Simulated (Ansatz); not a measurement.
## BeS under a change: isotropic strain +2.97 %

The reference is BeS in the zinc blende structure (space group F-43m, No. 216; a = 4.8760 Å).

Now apply this change: every lattice vector is stretched by 2.97 %, atoms relaxed at fixed cell.

Method: DFT with PBE, PAW potentials and a 420 eV plane-wave cutoff in Ansatz (a quantum-chemistry and plane-wave program), spin-orbit coupling left out. Settings: 12×12×12 k-points, 0.05 eV Fermi–Dirac smearing.

* **Space group**: F-43m (No. 216) (base F-43m (No. 216))
* **Shortest interatomic distance**: 217.4 pm (base 211.1 pm)
* **Energy relative to the base (free energy F)**: +31 meV/atom
* **Pressure**: -6.90 GPa (base 0.01 GPa)
* **Band gap**: 3.32 eV (base 3.15 eV)
* **Gap character**: indirect, Γ → X (base indirect, Γ → X)
* **Mean gap deformation potential ΔEg/Δln V**: +2.0 eV
* **Width of the top valence band**: 2.88 eV (base 3.27 eV)
* **Electron mass**: 0.88 mₑ along k, 0.30 mₑ across (at X) (base 0.84 mₑ along k, 0.29 mₑ across (at X))

Masses are band curvatures over ±0.01 Å⁻¹ around the edge. Along k means along the line from Γ to the band edge. Stability against distortions was not tested.
